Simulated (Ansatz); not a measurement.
The starting structures come from a database of crystals and need not be the phases stable at ambient conditions.

By LDA, the system below comes out a metal.

A figure of merit of an interconnect metal is its ballistic conductance per area.

Here is the system:

```
CELL_PARAMETERS angstrom
      3.98723     0.00000     0.00000
     -1.99362     3.45305     0.00000
      1.99362     1.15102     1.62778
ATOMIC_POSITIONS crystal
  Al 0.00000 0.00000 0.00000
  Co 0.00000 0.50000 0.50000
```

The cell is taken as given; by LDA it stands under a pressure of -5.4 GPa.

The current flows along the normal of the first two printed cell vectors, the (111) plane of the conventional cell. No spin-orbit coupling; the value is a mean over 0.1 eV about the Fermi level.

Q: State the ballistic conductance per area according to LDA (Ansatz, a first-principles code).

A: 0.44 × 10¹⁵ S/m² for both spins.
